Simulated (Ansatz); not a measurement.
Band gap of zinc-blende II-VI compounds: r2SCAN against PBE

Ansatz (plane waves, PAW); cells keep the symmetry of their structure type. Ansatz (a program for electronic structure) is a plane-wave DFT program; potentials: the later of its two PAW sets. No spin-orbit coupling. PBE gaps are read at band edges searched over the zone in cells relaxed at that level, r2SCAN gaps at band edges searched over the zone in cells relaxed at that level. The two cells differ, so the slope holds a volume effect too.

Here x stands for PBE gap and y for r2SCAN gap.

| solid | PBE gap (eV) | r2SCAN gap (eV) |
|---|---|---|
| CdSe | 0.49 | 1.04 |
| CdTe | 0.58 | 1.16 |
| CdS | 1.04 | 1.54 |
| ZnSe | 1.15 | 1.87 |
| ZnS | 2.02 | 2.70 |
| BeTe | 2.03 | 2.38 |
| BeS | 3.15 | ? |

The 6 complete rows are fitted with a straight line, y against x. With u = x - 1.2, the rows have u = -0.7100, -0.6200, -0.1600, -0.0500, 0.8200, 0.8300. Means: u 0.018333, y 1.782. About the means, the sum of products is 2.1959 and the sum of squares of u is 2.2759; the slope is their ratio. Least squares gives y = 1.764 + 0.9649·u. Residuals (row less fit): -0.039, -0.006, -0.070, 0.154, 0.145, -0.185; standard error 0.146 (degrees of freedom: 4). The slope is 0.965 with a standard error of 0.097.

Problem. Estimate the missing y (x = 3.15); what did the run itself give?

Solution. u = 1.9500, so y = 1.764 + 0.9649 × 1.9500 = 3.646 eV. The calculation gives 3.59 eV, 0.056 eV below the prediction (2.2 % of the range of y in the table). The row lies outside the fitted rows, so this is an extrapolation. From the scatter of the fitted rows alone, a prediction at this place has a standard error of 0.245 eV, so the miss is 0.2 times that.

CdSe stands in this structure, whereas wurtzite is the usual form. CdS is here a metastable form; wurtzite is the usual one. Spin-orbit coupling is left out, which can shift this property for CdSe, CdTe, ZnSe, BeTe. The rows are a random draw from the solids of this series computed here; series whose standard error about the line passes 12 to 30 % of the range of y, or with no trend, aren't shown in this form.
